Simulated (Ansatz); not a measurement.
Pressure series in WSi2

Start from WSi$_{2}$ (space group I4/mmm, No. 139; a = 3.229 Å, c = 7.868 Å).

Cell and atoms are relaxed at each pressure.

Calculations: PBE, PAW, 420 eV (Ansatz, a program for electronic structure; no spin-orbit coupling), earlier PAW set.

```
pressure (GPa)  volume per atom (Å³/atom)
--------------  -------------------------
-2                                 13.805
0                                  13.676
1.8                                13.566
4.2                                13.424
9                                       ?
18                                 12.740
30                                 12.265
45                                 11.776
60                                 11.366
```

Question: Fit the third-order Birch–Murnaghan form P(V) = (3B₀/2)[(V₀/V)^(7/3) − (V₀/V)^(5/3)]·[1 + (3/4)(B₀′ − 4)((V₀/V)^(2/3) − 1)] (squares taken in P) to the rows shown and predict the withheld row.

Answer: Least squares on the printed values gives V₀ = 13.676 Å³/atom, B₀ = 218 GPa, B₀′ = 4.3; this predicts 13.166 Å³/atom, and the run gives 13.165 Å³/atom, in agreement.

Load acts through the strain it causes; cell and atoms are relaxed under it. Stability against distortions was not tested. No other phases were tried under pressure. All final runs are without spin polarisation.
